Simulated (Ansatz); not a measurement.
Band structure of Mo2N (I4_1/amd, 6 atoms in the cell).

```xyz
6
Lattice="-2.1486 2.1486 4.0140 2.1486 -2.1486 4.0140 2.1486 2.1486 -4.0140" Properties=species:S:1:pos:R:3 pbc="T T T"
Mo     0.0000     2.1486     3.9094
Mo     0.0000     0.0000     1.9023
Mo     0.0000     0.0000     6.1258
Mo     0.0000     2.1486     0.1047
N      2.1486     0.0000     2.0070
N      0.0000     0.0000     4.0140
```

Level of theory: LDA (PW92), PAW files made with PBE (plane waves; Ansatz, a quantum-chemistry and plane-wave program).

Settings: basis.ecutwfc = 30.9 Ry; kpoints.mp_grid.grid = 7 7 7; hamiltonian.xc = lda; hamiltonian.pseudopotentials = {kind: paw} (the program's default PAW files); scf.occupations.method = fermi_dirac; scf.occupations.width = 0.0073 Ry; kpoints.band_path.npoints = 8.

The starting cell comes from a database of computed structures (which also holds hypothetical and non-ambient phases and stackings), without a prior relaxation at this level. Its lattice was rescaled by a random factor within 2.5 % of one. Spin polarisation is off.

Levels in eV from the Fermi level, bands 30 to 37:
```json
[
 {"point": "Γ", "30": "-1.30", "31": "-0.90", "32": "-0.90", "33": "-0.49", "34": "-0.49", "35": "-0.42", "36": "0.30", "37": "1.63"},
 {"point": "X", "30": "-1.80", "31": "-1.69", "32": "-1.69", "33": "0.06", "34": "0.06", "35": "1.41", "36": "1.41", "37": "1.56"},
 {"point": "Y", "30": "-2.40", "31": "-1.73", "32": "-1.73", "33": "0.44", "34": "0.44", "35": "1.00", "36": "1.00", "37": "1.65"},
 {"point": "S", "30": "-1.94", "31": "-1.32", "32": "-1.22", "33": "-0.33", "34": "-0.21", "35": "0.94", "36": "1.11", "37": "1.20"},
 {"point": "Z", "30": "-3.49", "31": "-0.15", "32": "-0.15", "33": "0.10", "34": "0.10", "35": "0.51", "36": "0.51", "37": "1.60"},
 {"point": "S1", "30": "-1.94", "31": "-1.32", "32": "-1.22", "33": "-0.33", "34": "-0.21", "35": "0.94", "36": "1.11", "37": "1.20"},
 {"point": "N", "30": "-2.12", "31": "-1.82", "32": "-0.63", "33": "-0.30", "34": "-0.03", "35": "0.25", "36": "1.01", "37": "1.14"},
 {"point": "P", "30": "-1.33", "31": "-1.25", "32": "-1.25", "33": "0.68", "34": "0.68", "35": "0.97", "36": "0.97", "37": "1.61"},
 {"point": "Y1", "30": "-2.40", "31": "-1.73", "32": "-1.73", "33": "0.44", "34": "0.44", "35": "1.00", "36": "1.00", "37": "1.65"}
]
```

Bands cross the Fermi level along this path, so the cell is metallic at this level.

Keys are those of Ansatz 0.2.
